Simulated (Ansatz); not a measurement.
## MgSe, pressure series

Take MgSe in the rock salt structure (space group Fm-3m, No. 225; a = 5.5083 Å) as the base.

Cell and atoms are relaxed at each pressure.

The values are results of PBE (Ansatz, a program for electronic structure; PAW; 420 eV plane waves; no SOC), earlier PAW set, not measurements.

Notes on the quantities. hole mass: degenerate bands, along [100].

```json
[
 {"case": "base", "lattice parameter a": "5.508 Å", "band gap": "1.77 eV", "hole mass": "0.16, 0.82, 0.82 mₑ (at Γ)"},
 {"case": "pressure −2 GPa", "lattice parameter a": "5.574 Å", "band gap": "1.71 eV", "hole mass": "0.15, 0.85, 0.85 mₑ (at Γ)"},
 {"case": "pressure −1 GPa", "lattice parameter a": "5.540 Å", "band gap": "1.74 eV", "hole mass": "0.16, 0.83, 0.83 mₑ (at Γ)"},
 {"case": "pressure 0.3 GPa", "lattice parameter a": "5.499 Å", "band gap": "1.78 eV", "hole mass": "0.16, 0.81, 0.81 mₑ (at Γ)"},
 {"case": "pressure 0.7 GPa", "lattice parameter a": "5.488 Å", "band gap": "1.79 eV", "hole mass": "0.16, 0.81, 0.81 mₑ (at Γ)"},
 {"case": "pressure 1.5 GPa", "lattice parameter a": "5.465 Å", "band gap": "1.81 eV", "hole mass": "0.16, 0.80, 0.80 mₑ (at Γ)"},
 {"case": "pressure 3 GPa", "lattice parameter a": "5.426 Å", "band gap": "1.85 eV", "hole mass": "0.17, 0.78, 0.78 mₑ (at Γ)"},
 {"case": "pressure 5 GPa", "lattice parameter a": "5.379 Å", "band gap": "1.89 eV", "hole mass": "0.17, 0.75, 0.75 mₑ (at Γ)"},
 {"case": "pressure 7.5 GPa", "lattice parameter a": "5.327 Å", "band gap": "1.94 eV", "hole mass": "0.18, 0.73, 0.73 mₑ (at Γ)"},
 {"case": "pressure 10 GPa", "lattice parameter a": "?", "band gap": "?", "hole mass": "?"}
]
```

Q: Fill in the withheld entries from the trend.

A: 
- pressure 10 GPa, lattice parameter a: 5.280 Å
- pressure 10 GPa, band gap: 1.98 eV
- pressure 10 GPa, hole mass: 0.19, 0.71, 0.71 mₑ (at Γ)

Load acts through the strain it causes; cell and atoms are relaxed under it. Effective masses come from finite differences of ±0.01 Å⁻¹. No phonon test of stability was made. Competing high-pressure phases were not computed.
